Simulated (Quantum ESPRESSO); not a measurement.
# Sensitivity of a calculation on Ba₂Si₃Ag (P1, 24 atoms in the cell) to its settings

```xyz
24
Lattice="0.0000 7.4716 9.9963 4.3101 0.0000 9.9963 4.3101 7.4716 0.0000" Properties=species:S:1:pos:R:3 pbc="T T T"
Ba     2.2305     3.7567     2.5854
Ba     2.1106     3.7061     7.5069
Ba     4.1915     7.5829     2.5042
Ba     4.3179     7.4826    17.4006
Ba     4.1698     7.3960    12.5917
Ba     4.2797     7.4746     7.4167
Ba     6.4370    11.2038    12.4714
Ba     6.4830    11.1401    17.6337
Si     6.2948     8.7289    10.0089
Si     2.3339     6.2716     9.9328
Si     6.3294     6.2793    10.0329
Si     2.3227     8.8145    10.0935
Si     4.3460    10.1325    14.9662
Si     4.2657     4.9487    15.0394
Si     4.5046     4.8502     4.8218
Si     4.1466     9.9609     4.9112
Si     6.5345    13.5701    15.0779
Si     6.4026     8.7561    15.0231
Si     4.4181     5.0529     9.8387
Si     4.2413     9.8257     9.9613
Ag     2.2278     1.2088     5.0563
Ag     2.1097     6.2494     4.9684
Ag     4.3821     2.4839    10.0175
Ag     4.3630    12.4428    10.0516
```

Base run A: LDA (PZ), GBRV 1.5 ultrasoft (LDA) pseudopotentials in Quantum ESPRESSO, self-consistent single point.

Its settings: ecutwfc = 40 Ry; ecutrho = 320 Ry; occupations = smearing; smearing = fermi-dirac; degauss = 0.0073499 Ry; potentials = {Ba: ba_lda_v1.uspp.F.UPF, Si: si_lda_v1.uspp.F.UPF, Ag: ag_lda_v1.4.uspp.F.UPF}; K_POINTS = automatic 2 2 2 1 1 1; conv_thr = 1e-10 Ry.

The starting cell comes from a database of computed structures (which also holds hypothetical and non-ambient phases and stackings), without a prior relaxation at this level. Its atoms were displaced at random from the sites of space group no. 70. In the base run, with a pressure of about -3 GPa the cell is away from its equilibrium volume at this level. In the base run, forces exceed 1 eV/Å. Without a gap this mesh is coarse (it stands for a supercell whose shortest vector is 17 Å).

ΔF is the free energy per atom less that of run A. 

Run A gave: pressure (GPa) -3.25; largest force (eV/Å) 2.572.

Runs:
- B: ecutwfc, ecutrho = 16 Ry, 128 Ry
- C: ecutwfc, ecutrho = 20 Ry, 160 Ry

**Question.** What does run C change against A?

**Answer.** The free energy goes up by 2.17 eV/atom, the pressure goes from -3.25 to -69.27 GPa and the largest force hardly changes (2.572 to 2.564 eV/Å).

**Question.** What does run B change against A?

**Answer.** The free energy goes up by 9.14 eV/atom, the pressure goes from -3.25 to -199.7 GPa and the largest force goes from 2.572 to 2.596 eV/Å.

```
run  ΔF (meV/atom)  pressure (GPa)  largest force (eV/Å)
---  -------------  --------------  --------------------
A             0.00           -3.25                 2.572
B           9139.4         -199.66                 2.596
C           2168.0          -69.27                 2.564
```
